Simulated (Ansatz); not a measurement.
Pressure series in Cs2AgBiBr6

Consider Cs2AgBiBr6 (space group Fm-3m, No. 225; a = 10.996 Å).

Cell and atoms are relaxed at each pressure.

All numbers come from LDA, PAW, 420 eV (Ansatz, a program for electronic structure; spin-orbit coupling left out).

For the base:

The band gap comes out as 0.94 eV.

**Question.** The aim is a band gap between 0.55 eV and 0.61 eV. Which of these changes reaches it?
(A) pressure −1 GPa
(B) pressure 3 GPa
(C) pressure 10 GPa
(D) pressure 0.7 GPa
(E) pressure −2 GPa

**Answer.** C, pressure 10 GPa. It gives 0.58 eV; pressure 0.7 GPa gives 0.91 eV; pressure −1 GPa gives 0.99 eV; pressure 3 GPa gives 0.81 eV; pressure −2 GPa gives 1.06 eV. Changes not listed may reach it too

With Bi present, leaving out spin-orbit coupling can change the band edges. Load acts through the strain it causes; cell and atoms are relaxed under it. No phonon test of stability was made. No other phases were tried under pressure.
